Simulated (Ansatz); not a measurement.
Cost against accuracy: kpoints.mp_grid.grid for PdS2 (R3m, 3 atoms in the cell)

```yaml
crystal:
  lattice:
    - [1.41417, 0.81647, 5.47547]
    - [-1.41417, 0.81647, 5.47547]
    - [0.00000, -1.63295, 5.47547]
  atoms:
    - { symbol: Pd, position: [0.00000, 0.00000, 0.00000] }
    - { symbol: S, position: [0.75230, 0.75230, 0.75230] }
    - { symbol: S, position: [0.58100, 0.58100, 0.58100] }
```

Method: PBE (plane waves, PAW; Ansatz, an electronic-structure program).

Base settings: basis.ecutwfc = 420 eV; kpoints.mp_grid.grid = 13 13 13; hamiltonian.xc = pbe; hamiltonian.pseudopotentials = {kind: paw} (the program's default PAW files); scf.occupations.method = cold; scf.occupations.width = 0.2 eV.

Misses are taken against the tightest run, 33 33 33, which need not be fully converged itself. The energy is the free energy per atom.

The count of work is k-points × plane waves × bands × iterations; it is no time, and leaves out set-up, grids and terms that scale otherwise. Core times come from one kind of shared machine and are given to one figure; runs under 30 s give none.

The starting cell was generated: these elements placed on a structure prototype, without a prior relaxation; it need not be a known phase or ordering of this composition. Its lattice was rescaled by a random factor within 2.5 % of one. Spin polarisation is off. In the base run, with a pressure of about 105 GPa the cell is away from its equilibrium volume at this level. In the base run, forces exceed 1 eV/Å. Ansatz's pressure includes its estimate of the finite-basis (Pulay) stress.

The runs (kpoints.mp_grid.grid): 1 1 1 (width narrowed by the program to 0.0746 eV) | 2 2 2 | 3 3 3 | 4 4 4 | 5 5 5 | 6 6 6 | 8 8 8 | 9 9 9 | 11 11 11 | 13 13 13 | 15 15 15 | 18 18 18 | 21 21 21 | 26 26 26 | 33 33 33.

Task: Which is the coarsest setting among those run that, with all tighter ones, holds the energy within 10 meV/atom of the reference, and what does it save?

Result: 8 8 8, off by 5.2 meV/atom; it needs 0.017 of the reference's count of work. The coarser 5 5 5 also lies inside, but a setting between leaves the range again, so that is luck.

Task: Which is the coarsest setting among those run that, with all tighter ones, holds the energy within 0.5 meV/atom of the reference, and what does it save?

Result: 18 18 18, off by 0.20 meV/atom; it needs 0.18 of the reference's count of work and about 0.2 of the reference's time.

Task: What does the step from 8 8 8 to 13 13 13 buy?

Result: It takes the miss in the energy from 5.2 to 1.8 meV/atom, for 4.1 times the count of work.

| kpoints.mp_grid.grid | energy less reference (meV/atom) | pressure less reference (GPa) | largest difference in the force on any atom (eV/Å) | count of work / reference | core time / reference (rough) |
|---|---|---|---|---|---|
| 1 1 1 (width narrowed by the program to 0.0746 eV) | 3305.73 | 13.90 | 4.076 | 0.00076 | – |
| 2 2 2 | 359.36 | 5.36 | 1.633 | 0.0012 | – |
| 3 3 3 | -116.79 | -2.75 | 0.217 | 0.0014 | – |
| 4 4 4 | -28.39 | -1.62 | 0.533 | 0.0030 | – |
| 5 5 5 | 2.39 | -0.03 | 0.199 | 0.0058 | – |
| 6 6 6 | 18.46 | -0.13 | 0.068 | 0.0085 | – |
| 8 8 8 | -5.22 | 0.12 | 0.080 | 0.017 | – |
| 9 9 9 | -6.17 | -0.06 | 0.060 | 0.026 | – |
| 11 11 11 | 3.71 | -0.11 | 0.075 | 0.044 | – |
| 13 13 13 | -1.83 | 0.11 | 0.050 | 0.070 | – |
| 15 15 15 | 1.01 | -0.02 | 0.017 | 0.10 | – |
| 18 18 18 | 0.20 | 0.02 | 0.012 | 0.18 | 0.2 |
| 21 21 21 | -0.18 | -0.02 | 0.005 | 0.27 | 0.3 |
| 26 26 26 | 0.01 | 0.00 | 0.003 | 0.50 | 0.5 |
| 33 33 33 | 0.00 | 0.00 | 0.000 | 1.0 | 1 |

Keys are those of Ansatz 0.2.
